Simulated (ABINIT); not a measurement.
Input and output of a self-consistent single point for Ti (P6_3/mmc, 4 atoms in the cell) (ABINIT).

Method of the run: PBE, PAW (JTH v2.0 PBE PAW) (plane waves; ABINIT 10.0.3).

The change in words: lattice scaled by 0.98. Reference geometry:
```
CELL_PARAMETERS angstrom
      2.92199     0.00000     0.00000
     -1.46099     2.53051     0.00000
      0.00000     0.00000     9.40151
ATOMIC_POSITIONS crystal
  Ti 0.00000 0.00000 0.00000
  Ti 0.00000 0.00000 0.50000
  Ti 0.33333 0.66667 0.25000
  Ti 0.66667 0.33333 0.75000
```

Reference input (self-consistent single point, DFT, PBE, plane waves, PAW (JTH v2.0 PBE PAW)): pseudos = [Ti.GGA_PBE-JTH.xml]; ecut = 30 Ha; pawecutdg = 60 Ha; occopt = 7; tsmear = 0.2 eV; ngkpt = 9 9 3; nshiftk = 1; shiftk = 0 0 0; potentials = JTH v2.0 PBE PAW; nband = 31; kptopt = 1; nstep = 80. This run's input differs from it in these lines:

```diff
@@ -5,5 +5,5 @@
 rprim
-         5.5217542559   -0.0000002265    0.0000000000
-        -2.7608769318    4.7819795723    0.0000000000
-         0.0000000000    0.0000000000   17.7662790579
+         5.4113192335   -0.0000003593    0.0000000000
+        -2.7056593056    4.6863401039    0.0000000000
+         0.0000000000    0.0000000000   17.4109538547
 natom 4
```

Output (repeated stretches shortened):

```
--- !BeginCycle
solver: {iscf: 17, nstep: 80, nline: 4, wfoptalg: 10, }
tolerances: {tolvrs: 1.00E-12, }
...

     iter   Etot(hartree)      deltaE(h)  residm     nres2
 ETOT  1  -226.11685038667    -2.261E+02 1.264E+01 2.250E+01
 ETOT  2  -234.78240602080    -8.666E+00 3.681E-01 1.007E+02
 ETOT  3  -234.67569502348     1.067E-01 1.427E-01 3.978E+01
 ETOT  4  -234.60663610302     6.906E-02 4.322E-02 1.625E+01
 ETOT  5  -234.59097205563     1.566E-02 4.619E-02 1.400E+00
   [... 11 lines left out ...]
 ETOT 17  -234.59207381913    -1.341E-10 5.193E-04 1.944E-11
 ETOT 18  -234.59207381917    -4.914E-11 8.774E-04 5.409E-12
 ETOT 19  -234.59207381932    -1.408E-10 2.537E-04 2.296E-12
 ETOT 20  -234.59207381935    -3.746E-11 3.186E-04 1.428E-13
 At SCF step   20       nres2   =  1.43E-13 < tolvrs=  1.00E-12 =>converged.

 Cartesian components of stress tensor (hartree/bohr^3)
  sigma(1 1)= -2.95962876E-04  sigma(3 2)=  0.00000000E+00
  sigma(2 2)= -2.95962876E-04  sigma(3 1)=  0.00000000E+00
  sigma(3 3)= -2.66848885E-04  sigma(2 1)=  6.84530010E-14

 ----iterations are completed or convergence reached----

 reduced coordinates (array xred) for    4 atoms
       0.000000000000      0.000000000000      0.000000000000
       0.000000000000      0.000000000000      0.500000000000
       0.333333333333      0.666666666667      0.250000000000
       0.666666666667      0.333333333333      0.750000000000
 cartesian forces (eV/Angstrom) at end:
    1     -0.00000000000000    -0.00000000000000    -0.00000000000000
   [... lines left out ...]
 Fermi (or HOMO) energy (hartree) =   0.30326   Average Vxc (hartree)=  -0.41491
   [... lines left out ...]
'-kT*entropy'       : -4.78865223998832E-03
total_energy        : -2.34592073836943E+02
total_energy_eV     : -6.38357497169052E+03
...

-Cartesian components of stress tensor (GPa)         [Pressure=  8.4220E+00 GPa]
- sigma(1 1)= -8.70752696E+00  sigma(3 2)=  0.00000000E+00
- sigma(2 2)= -8.70752698E+00  sigma(3 1)=  0.00000000E+00
- sigma(3 3)= -7.85096394E+00  sigma(2 1)=  2.01395648E-09

 Calculation completed.
```

The run converged in 20 iterations. 

The starting cell was generated: these elements placed on a structure prototype, without a prior relaxation; it need not be a known phase or ordering of this composition. Its lattice was rescaled by a random factor within 2.5 % of one. For this run, on top of that: lattice scaled by 0.98. Spin polarisation is off. With a pressure of about 8 GPa the cell is away from its equilibrium volume at this level.

These are the values that this program gave, and no reference: the one-centre exchange-correlation terms come from a truncated expansion.

Cost on one core of a shared machine: roughly 7 min.
